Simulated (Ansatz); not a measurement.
# What uniaxial strain ε_xx = −0.75 % does to CdGeAs2

Start from CdGeAs2 in the chalcopyrite structure (space group I-42d, No. 122; a = 5.8735 Å, c = 11.2264 Å). Axes: x, y, z lie along a, b, c of the conventional cell.

Modification: the cell is compressed by 0.75 % along x with no lateral relaxation; the atoms relax in the strained cell.

Computed with LDA, PAW, 420 eV (Ansatz, an electronic-structure program; scalar-relativistic without spin-orbit coupling). Settings: 8×8×8 k-points, 0.05 eV Fermi–Dirac smearing.

The space group changes from I-42d (No. 122) to I2_12_12_1 (No. 24) and the shortest interatomic distance shrinks by 0.0065 Å, from 2.426 Å to 2.420 Å. The energy increases by 0.4 meV/atom and the pressure (mean of the normal stresses, compression positive) goes from zero to 0.51 GPa. The band gap hardly moves (0.11 eV against 0.10 eV) (uncertain: the edges found look like a band crossing or inverted bands; both cells) and the stress (xx, yy, zz, yz, xz, xy; compression positive) is (0.73, 0.40, 0.41, 0.00, 0.00, 0.00) GPa.

Semilocal Kohn–Sham gaps tend to fall short of experiment. Stability against distortions was not tested. The zero or small gap of CdGeAs2 can change with the level of theory.
